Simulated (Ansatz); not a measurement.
An Ansatz (a first-principles code) run: hypothetical diamond Bi with a change (pressure 1.5 GPa); Ansatz, PBEsol, PAW, cutoff 420 eV, no spin-orbit coupling.

Input:

Ansatz 0.2 input:
```yaml
crystal:
  lattice:
    - [0, 3.5576057104, 3.5576057104]
    - [3.5576057104, 0, 3.5576057104]
    - [3.5576057104, 3.5576057104, 0]
  atoms:
    - { symbol: Bi, position: [0.75, 0.75, 0.75] }
    - { symbol: Bi, position: [0.5, 0.5, 0.5] }
basis: { ecutwfc: 420, ecutrho_ratio: 4, xc_grid: 2, fft_grid_basis: typed }
kpoints: { mp_grid: { grid: [11, 11, 11] } }
hamiltonian:
  xc: pbesol
  dispersion: none
  pseudopotentials: { kind: paw }
scf: { occupations: { method: fermi_dirac, width: 0.05 } }
relax: { f_tol: 0.01, max_steps: 60, cell: { stress_tol: 0.02, p_target: 1.5 } }
output: { forces: true, stress: true }
checkpoint: { write: state.ck, write_every: 1000 }
```

Output (explanatory and most iteration lines left out):

```
Relaxation: its limit of steps is 60 (relax.max_steps)
Pseudopotential: Bi, paw, valence charge 15
Crystal: 2 atoms, lattice volume = 90.054 Å³
Basis set: ecut = 420 eV, 1807 PW (Γ), exchange–correlation on 72×72×72 points (8 copies of the dense FFT grid, shifted against one another)
Bands: 19, of which v1, the nominal top of the filled ones, is band 15 counted from 1 (14 counted from 0)
Symmetry: 48 space group operations
Space group: Fd-3m (ITA 227), of the structure as read, at distance tolerance 4.5e-5 Å
k-points: 56 of 1331
Functional: x = pbesol(κ = 0.804, μ = 0.12345679012345678), c = pbesol(β = 0.046)
SCF iter   1: F=—  HF=-24483.457371 eV  |F-HF|=—  |Δ(HF+E_count)|=         —  Δρ=1.25e-3  dr2=8.55e-4  ethr=1.77e-3  ⟨swp⟩=6.2  Hψ=5598  notcnv=0
SCF iter   2: F=—  HF=-24483.457425 eV  |F-HF|=—  |Δ(HF+E_count)|=   5.37e-5  Δρ=3.96e-4  dr2=1.34e-4  ethr=2.85e-6  ⟨swp⟩=2.3  Hψ=2637  notcnv=0
SCF 1 converged in 6 iterations: F = -24483.457369 eV  dr2 = 5.67e-11
relax step   1: F+E_penalty+E_count = -24483.45736890 eV  Δ(F+E_penalty+E_count) = +0.000e0 eV  max|allowed force component| = 1.110e-16 eV/Å  Δτ_max = 0.0000 Å  P = +0.698 GPa  Ω = 90.054 Å³  (6 SCF iters, dr2 threshold 1.00e-7 eV, accepted)
[... steps on the carried basis left out ...]
relax step   4: F+E_penalty+E_count = -24483.44440468 eV  Δ(F+E_penalty+E_count) = +2.412e-4 eV  max|allowed force component| = 6.476e-16 eV/Å  Δτ_max = 0.0000 Å  P = +1.488 GPa  Ω = 88.141 Å³  stress off target by 1.22e-2 GPa  SCF on the basis re-selected at this cell (its energy is not comparable with the rows above)  (5 SCF iters)
SCF converged after 5 iterations
Free energy (F): -24483.444405 eV
Internal energy: -24483.434397 eV  (E = F + TS)
E sigma→0 (E₀):  -24483.439401 eV
Entropy (-TS):   -0.010007 eV (-5.004 meV/atom)
Fermi energy:    6.794278 eV
--- Forces (eV/Å), atoms counted from 1 ---
  atom   1  Bi    -0.00000000    -0.00000000    -0.00000000
  atom   2  Bi     0.00000000     0.00000000     0.00000000
--- Stress (GPa, compression-positive) ---
        1.487769      -0.000000      -0.000000
       -0.000000       1.487769      -0.000000
       -0.000000      -0.000000       1.487769
  P = ⅓ Tr σ = 1.4878 GPa (14.878 kbar)
--- Relaxed structure (3 steps of the walk, 3 accepted, 1 SCFs on fresh bases) ---
  cell:  # Å, volume = 88.1410 Å³
    - [8.295902591058132e-34, 3.53223247085643, 3.53223247085643]
    - [3.53223247085643, -3.948913325494083e-34, 3.53223247085643]
    - [3.53223247085643, 3.53223247085643, 2.7069163924757825e-35]
  atoms:
    - { symbol: Bi, position: [0.7499999999999998, 0.7499999999999998, 0.7499999999999998] }
    - { symbol: Bi, position: [0.49999999999999994, 0.49999999999999994, 0.49999999999999994] }
```

Load acts through the strain it causes; cell and atoms are relaxed under it. No phonon test of stability was made. The cell was made from Bi in the diamond structure (space group Fd-3m, No. 227; a hypothetical phase, not in the database extracts checked) by this change: pressure 1.5 GPa.
